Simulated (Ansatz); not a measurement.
A set of related cells and their density of states at the Fermi level.

Cell A: Mo (bcc, Im-3m), 1 atom in the cell; spin state with PBE: run without spin, k-point mesh 26×26×26 on the run's own vectors.
Space group Im-3m (No. 229); a = 3.1612 Å, b = 3.1612 Å, c = 3.1612 Å, α = 90.00°, β = 90.00°, γ = 90.00°

| atom | site | symmetry | x | y | z |
|---|---|---|---|---|---|
| Mo | 2a | m-3m | 0.0000 | 0.0000 | 0.0000 |
(The calculation used a cell of 1 atom; values per cell refer to that cell.)

Cell B: MoSi2 (I4/mmm), 3 atoms in the cell; spin state with PBE: run without spin, k-point mesh 12×12×12 on the run's own vectors.
Space group I4/mmm (No. 139); a = b = 3.2169 Å, c = 7.8736 Å, α = β = γ = 90.00°

```json
[
 {"atom": "Si", "site": "4e", "symmetry": "4mm", "x": "0.0000", "y": "0.0000", "z": "0.3351"},
 {"atom": "Mo", "site": "2a", "symmetry": "4/mmm", "x": "0.0000", "y": "0.0000", "z": "0.0000"}
]
```
(The calculation used a cell of 3 atoms; values per cell refer to that cell.)

Plane-wave PAW calculations with Ansatz (an electronic-structure program), its PAW set soft_1, cutoff 420 eV, 500 eV for r2SCAN. The structures are at rest with PBE; other levels are single points on them. Neutral cells; Fermi-Dirac smearing of at most 0.10 eV in the solids, energies taken to zero width. The lattices are those relaxed with PBE, so at other levels the solids can be strained, which adds to the spread. The runs are scalar-relativistic, without spin-orbit coupling. A dispersion term ran beside these levels; it doesn't touch the electrons. Both spins, broadened by a Gaussian of 0.2 eV on the run's mesh.

Task: Give the density of states at the Fermi level (states/eV per atom) at the level r2SCAN, cell by cell.

Result: 
| cell | r2SCAN |
|---|---|
| A | 0.57 |
| B | 0.08 |

With r2SCAN the value of A exceeds that of B by 0.49 states/eV per atom.

Task: How do the other levels compare?

Result: 
| cell | PBE |
|---|---|
| A | 0.64 |
| B | 0.10 |

With PBE the value of A exceeds that of B by 0.54 states/eV per atom.
